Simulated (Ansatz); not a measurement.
Start from Zr in the hcp (Mg type) structure (space group P6_3/mmc, No. 194; relaxed with 0.1 eV smearing).

```
CELL_PARAMETERS angstrom
      3.24432     0.00000     0.00000
     -1.62216     2.80966     0.00000
      0.00000     0.00000     5.15800
ATOMIC_POSITIONS crystal
  Zr 0.66667 0.33333 0.75000
  Zr 0.33333 0.66667 0.25000
```

Cartesian axes are those of the cell as printed.

Method: DFT with r2SCAN, PAW potentials and a 500 eV plane-wave cutoff in Ansatz (a first-principles code), no SOC.

One thing is altered: a pure shear with ε_xz = ε_zx = 0.0171, atoms relaxed at fixed cell.

**Question.** Predict the stress tensor and what it implies for the stiffness.

**Answer.** Stress of the strained cell less that of the base (GPa, compression positive):
```
    0.0     0.0    -1.1
    0.0    -0.1     0.0
   -1.1     0.0     0.0
```

Then −Δσ/γ with γ = 2ε = 0.0342 gives secant stiffness values (nonlinear terms included at this strain): C55 ≈ 31 GPa.

Whether these cells are dynamically stable was not tested. All final runs are without spin polarisation.
